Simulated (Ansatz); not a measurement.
Worked example: self-consistent single point of a (110) slab of FeAl (cut from a parent of space group no. 221; 10 atoms in the cell) in Ansatz (a program for electronic structure).

Level of theory: LDA (PW92), default PAW files made with PBE (plane waves; Ansatz).

The change in words: vacuum of 4 angstrom (first run: 14 Å). Reference geometry:
```xyz
10
Lattice="2.9187 0.0000 0.0000 0.0000 4.1277 0.0000 0.0000 0.0000 22.2555" Properties=species:S:1:pos:R:3 pbc="T T T"
Al     1.4594     1.0319     7.0000
Fe     0.0000     3.0958     7.0000
Al     1.4594     3.0958     9.0639
Fe     0.0000     1.0319     9.0639
Al     1.4594     1.0319    11.1277
Fe     0.0000     3.0958    11.1277
Al     1.4594     3.0958    13.1916
Fe     0.0000     1.0319    13.1916
Al     1.4594     1.0319    15.2555
Fe     0.0000     3.0958    15.2555
```

Reference input (self-consistent single point, DFT, LDA (PW92), plane waves, default PAW files made with PBE): basis.ecutwfc = 420 eV; kpoints.mp_grid.grid = 7 5 1; hamiltonian.xc = lda; hamiltonian.pseudopotentials = {kind: paw} (the program's default PAW files); scf.occupations.method = fermi_dirac; scf.occupations.width = 0.1 eV. This run's input differs from it in these lines:

Ansatz 0.2 input:
```diff
@@ -4,14 +4,14 @@
     - [0.000000, 4.127708, 0.000000]
-    - [0.000000, 0.000000, 22.255505]
+    - [0.000000, 0.000000, 12.255502]
   atoms:
-    - { symbol: Al, position: [0.500000, 0.250000, 0.314529] }
-    - { symbol: Fe, position: [0.000000, 0.750000, 0.314529] }
-    - { symbol: Al, position: [0.500000, 0.750000, 0.407266] }
-    - { symbol: Fe, position: [0.000000, 0.250000, 0.407266] }
-    - { symbol: Al, position: [0.500000, 0.250000, 0.499998] }
-    - { symbol: Fe, position: [0.000000, 0.750000, 0.499998] }
-    - { symbol: Al, position: [0.500000, 0.750000, 0.592734] }
-    - { symbol: Fe, position: [0.000000, 0.250000, 0.592734] }
-    - { symbol: Al, position: [0.500000, 0.250000, 0.685471] }
-    - { symbol: Fe, position: [0.000000, 0.750000, 0.685471] }
+    - { symbol: Al, position: [0.500000, 0.250000, 0.163192] }
+    - { symbol: Fe, position: [0.000000, 0.750000, 0.163192] }
+    - { symbol: Al, position: [0.500000, 0.750000, 0.331599] }
+    - { symbol: Fe, position: [0.000000, 0.250000, 0.331599] }
+    - { symbol: Al, position: [0.500000, 0.250000, 0.499996] }
+    - { symbol: Fe, position: [0.000000, 0.750000, 0.499996] }
+    - { symbol: Al, position: [0.500000, 0.750000, 0.668401] }
+    - { symbol: Fe, position: [0.000000, 0.250000, 0.668401] }
+    - { symbol: Al, position: [0.500000, 0.250000, 0.836808] }
+    - { symbol: Fe, position: [0.000000, 0.750000, 0.836808] }
 basis:
```

Output, abridged:

```
SCF iter   1: F=—  HF=-24664.046879 eV  |F-HF|=—  |Δ(HF+E_count)|=         —  Δρ=2.07e-2  dr2=1.61e0  ethr=1.77e-3  ⟨swp⟩=7.2  Hψ=2749  notcnv=0
all-band conjugate gradients solve this SCF's bands
preconditioner: auto → LDOS
SCF iter   2: F=—  HF=-24664.029964 eV  |F-HF|=—  |Δ(HF+E_count)|=   1.69e-2  Δρ=1.18e-2  dr2=1.24e-1  ethr=1.70e-3  ⟨swp⟩=2.1  Hψ=885  notcnv=0
   [... lines left out ...]
SCF iter   8: F=—  HF=-24664.009251 eV  |F-HF|=—  |Δ(HF+E_count)|=   1.30e-8  Δρ=1.25e-5  dr2=2.30e-7  ethr=1.26e-8  ⟨swp⟩=1.0  Hψ=696  notcnv=0
SCF iter   9: F=—  HF=-24664.009251 eV  |F-HF|=—  |Δ(HF+E_count)|=   4.32e-8  Δρ=1.01e-5  dr2=2.75e-7  ethr=1.05e-10  ⟨swp⟩=4.6  Hψ=2444  notcnv=0
SCF iter  10: F=—  HF=-24664.009251 eV  |F-HF|=—  |Δ(HF+E_count)|=   1.09e-8  Δρ=7.92e-6  dr2=1.31e-7  ethr=2.42e-10  ⟨swp⟩=1.2  Hψ=747  notcnv=0
SCF iter  11: F=-24664.009251 eV  HF=-24664.009251 eV  |F-HF|=7.81e-9  |Δ(HF+E_count)|=   3.80e-9  Δρ=2.26e-6  dr2=8.16e-9  ethr=1.05e-10  ⟨swp⟩=3.4  Hψ=1898  notcnv=0
SCF 1 converged in 11 iterations: F = -24664.009251 eV  dr2 = 8.16e-9
Free energy (F): -24664.009251 eV
Internal energy: -24663.467273 eV  (E = F + TS)
E sigma→0 (E₀):  -24663.738262 eV
Entropy (-TS):   -0.541978 eV (-54.198 meV/atom)
Fermi energy:    10.254139 eV
--- Forces (eV/Å), atoms counted from 1 ---
  atom   1  Al     0.00000000    -0.00000000     0.11025165
  atom   2  Fe     0.00000000     0.00000000     0.69059686
  atom   3  Al    -0.00000000     0.00000000    -0.01248865
  atom   4  Fe    -0.00000000    -0.00000000     0.03388242
  atom   5  Al    -0.00000000     0.00000000     0.00000000
  atom   6  Fe     0.00000000    -0.00000000     0.00000000
  atom   7  Al     0.00000000    -0.00000000     0.01248865
  atom   8  Fe     0.00000000     0.00000000    -0.03388242
  atom   9  Al    -0.00000000     0.00000000    -0.11025165
  atom  10  Fe    -0.00000000    -0.00000000    -0.69059686
--- Stress (GPa, compression-positive) ---
      -18.914241       0.000000      -0.000000
        0.000000     -17.337669      -0.000000
       -0.000000      -0.000000     -15.462226
  P = ⅓ Tr σ = -17.2380 GPa (-172.380 kbar)
  The stress holds the Pulay correction. Without it, at fixed plane waves, as pw.x and ABINIT print it: P = -17.3297 GPa
```

The run converged in 11 iterations. Against the reference run the free energy goes down by 45.2 meV/atom and the largest force goes from 1.085 to 0.691 eV/Å.

The starting cell has typed, rounded lattice constants, without a prior relaxation at this level. The slab is cut from that crystal, and its faces are unrelaxed. Its lattice was rescaled by up to half a per cent. Spin polarisation is off.
